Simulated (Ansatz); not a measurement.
System: AlB2-type HfB2. Method: PBE (PAW; Ansatz, a first-principles code).

Settings: plane-wave cutoff 500 eV, 18×18×12 k mesh (along the axes of the cell as run), Fermi–Dirac smearing 0.05 eV, scalar-relativistic PAW data made under PBE.

Computed at the level's own relaxed cell.

**Question.** What does this level give for the volume per atom, lattice constant a and c axis length?

**Answer.** 
- volume per atom: 9.96 Å³/atom
- lattice constant a: 3.145 Å
- c axis length: 3.487 Å

Measured, for comparison: equilibrium volume per atom 9.91 Å³/atom (room temperature, not corrected to a static lattice; as tabulated in Burrage et al. (2022), doi:10.3390/ma15082762); lattice constant a 3.14 Å, lattice parameter c 3.48 Å (temperature not stated, copied from a table, unchecked, not corrected to a static lattice; as tabulated in Journal of Nuclear Materials 21, 14 (1967)). Computed (rounded) less measured: equilibrium volume per atom +0.5 %, lattice constant a not scored (unchecked), lattice parameter c not scored (unchecked).

Spin–orbit coupling is not included.

Computed values are for the static lattice.
